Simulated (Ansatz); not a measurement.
For BeSe (model structure, started from the litharge type, P4/nmm, No. 129, 4 atoms in the cell), PBEsol in Ansatz (PAW) gives:

```
Item                                    Value
------------------------------  -------------
equilibrium lattice constant a        4.578 Å
lattice parameter c                   4.562 Å
enthalpy of formation           0.038 eV/atom
```

Problem. What does PBE-D3(BJ) in Ansatz (plane waves, PAW) give for the same quantities?

Solution. 
- lattice constant a: 4.565 Å (falls by 0.3 %)
- lattice parameter c: 4.021 Å (falls by 12 %)
- formation enthalpy: 0.143 eV/atom (goes up by 0.105 eV/atom)

Changes are worked out from the printed values.

Unless a cell is named, each level is at its own relaxed cell (PBEsol 23.90, PBE-D3(BJ) 20.94 Å³/atom).

Ansatz's density-functional and Hartree–Fock values are scalar-relativistic unless marked +SOC, with PAW data made under PBE.

A model structure was made by putting elements into a prototype or built by hand; it is no filed structure, need not be a known phase, and can be a saddle point held by its symmetry.

Ansatz is a program for electronic structure.
